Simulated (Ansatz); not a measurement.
CdS under a change: biaxial strain +0.83 %, plane normal [111], relaxed out of plane

The reference is CdS in the zinc blende structure (space group F-43m, No. 216; a = 5.878 Å). Axes: x, y, z lie along the cube axes.

One thing is altered: biaxial strain +0.83 %, plane normal [111], relaxed out of plane (Cartesian); in-plane vectors clamped, the third vector and the atoms free.

Computed with r2SCAN/PAW in Ansatz (a first-principles code), without spin-orbit coupling. Γ-centred 10×10×10 mesh, Fermi–Dirac width 0.05 eV.

```csv
quantity,base,changed,shift
volume per atom,25.38 Å³,25.61 Å³,+0.23 Å³
shortest interatomic distance,2.545 Å,2.550 Å,+0.0044 Å
energy relative to the base (free energy F),0 meV/atom,+1.1 meV/atom,+1.1 meV/atom
"pressure (mean of the normal stresses, compression positive)",0.01 GPa,-0.54 GPa,-0.55 GPa
band gap,1.54 eV,1.48 eV,-0.06 eV
gap character,direct at Γ,direct at Γ,–
electron mass,0.15 mₑ (at Γ),0.15 mₑ (at Γ),–
hole mass,–,"0.14 mₑ out of plane, 1.8 mₑ in plane (at Γ)",–
"valence-band top at Γ (three highest levels, from the VBM)","0.00, 0.00, 0.00 eV","0.00, -0.06, -0.06 eV",–
out-of-plane strain,–,-0.75 %,–
ratio −ε⊥/ε∥,–,0.90,–
```

Final structure (turned so that z lies along the plane normal):

```xyz
2
Lattice="4.1906 0.0000 0.0000 2.0953 3.6292 0.0000 2.0953 -1.2097 3.3682" Properties=species:S:1:pos:R:3 pbc="T T T"
Cd     0.0000     0.0000    -0.0117
S      4.1906     0.0000     2.5378
```

Cost of the whole job for the changed cell (relaxation, final SCF and bands): about 120 core-seconds (a rough figure).

Masses are band curvatures over ±0.01 Å⁻¹ around the edge. No phonon test of stability was made. Labels are those of the standard path for the cell's own space group.
